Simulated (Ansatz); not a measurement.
Start from BAs (space group P4_2/mnm, No. 136; a = 5.8372 Å, c = 3.3617 Å; a hypothetical phase, not in the database extracts checked).

Perturbation: cell and atoms relaxed at a pressure of 5 GPa.

Levels (all Ansatz, a quantum-chemistry and plane-wave program, PAW): PBEsol (420 eV, no spin-orbit coupling); PBEsol+SOC (420 eV, noncollinear with spin-orbit coupling).

The geometry is relaxed with PBEsol.

- PBEsol lowest conduction level above the VBM at special points = Γ 1.02 eV; A 1.15 eV; R 1.38 eV; Z 1.61 eV
- PBEsol valence-band top at Γ = 0.00, 0.00, -0.34 eV
- PBEsol width of the top valence band = 3.71 eV

How does going to PBEsol+SOC change the lowest conduction level above the VBM at special points, hole mass, valence-band top at Γ and width of the top valence band?

The lowest conduction level above the VBM at special points goes from Γ 1.02 eV; A 1.15 eV; R 1.38 eV; Z 1.61 eV to Γ 0.96 eV; A 1.08 eV; R 1.32 eV; Z 1.54 eV; the hole mass is 0.62 mₑ along c, 0.25 mₑ across (at Γ); the valence-band top at Γ (three highest Kramers pairs, from the VBM) becomes 0.00, -0.11, -0.45 eV (PBEsol: 0.00, 0.00, -0.34 eV); the width of the top valence band grows by 0.02 eV, from 3.71 eV to 3.73 eV.

Single points use the geometry relaxed with PBEsol. The spin-orbit shifts are approximate. The levels and masses belong to the bands next to the band gap. Load acts through the strain it causes; cell and atoms are relaxed under it. Effective masses come from finite differences of ±0.01 Å⁻¹. Whether these cells are dynamically stable was not tested. No other phases were tried under pressure.
